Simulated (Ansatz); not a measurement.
# HfSi2: pressure series

The reference is HfSi₂ (space group Cmcm, No. 63; a = 3.6503 Å, b = 14.3497 Å, c = 3.6352 Å).

Cell and atoms are relaxed at each pressure.

Level of theory: Kohn–Sham DFT with the PBEsol functional, run in Ansatz (a program for electronic structure) with PAW and 420 eV plane waves, without spin-orbit coupling.

```tsv
P (GPa)	V (Å³/atom)
-2.00	16.111
-1.00	15.987
3.00	15.536
6.99	15.140
15.00	14.471
30.00	13.506
50.00	12.567
75.00	11.706
100.00	11.051
```

A third-order Birch–Murnaghan fit to these points gives V₀ = 15.87 Å³/atom, B₀ = 135 GPa and B₀′ = 3.9. At pressure 100 GPa the volume is 69.6 % of V₀.

Load acts through the strain it causes; cell and atoms are relaxed under it. Whether these cells are dynamically stable was not tested. Competing high-pressure phases were not computed. The final runs are not spin-polarised.
